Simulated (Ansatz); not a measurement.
## Nearest Cu–Cu distance (Å)

A. Cu (fcc, Fm-3m)
B. Cu2O (Pn-3m)

Computed with Ansatz (plane waves, PAW), its default PAW set. Each column's cells are at rest at that level. No structure search was made; lower ones may exist. The d electrons get no Hubbard U. Mean over the atoms of the rarer kind, with the range where they differ.

| system | PBE | r2SCAN (own geometry) |
|---|---|---|
| A | 2.567 | 2.529 |
| B | 3.039 | … |

Q: What belongs in the gaps?

A: 
- B, r2SCAN (own geometry): 3.002

Ansatz is an electronic-structure program.
